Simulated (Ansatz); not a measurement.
A hypothetical phase is included: elements placed on a structure type, which no database files for this compound.

By PBEsol, the system below comes out a metal.

A figure of merit of an interconnect metal is its ballistic conductance per area.

Consider the following.

```
CELL_PARAMETERS angstrom
      4.29513     0.00000     0.00000
      0.00000     4.29513     0.00000
      2.14756    -2.14756     3.03711
ATOMIC_POSITIONS crystal
  Au 0.25000 0.25000 0.50000
  Au 0.50000 0.50000 0.00000
```

The cell was relaxed by PBE-D3(BJ); by PBEsol it stands under a pressure of -1.6 GPa.

The current flows along the normal of the first two printed cell vectors, the (001) plane of the conventional cell. No spin-orbit coupling; the value is a mean over 0.1 eV about the Fermi level.

State the ballistic conductance per area according to PBEsol (Ansatz, a program for electronic structure).

0.39 × 10¹⁵ S/m² for both spins.
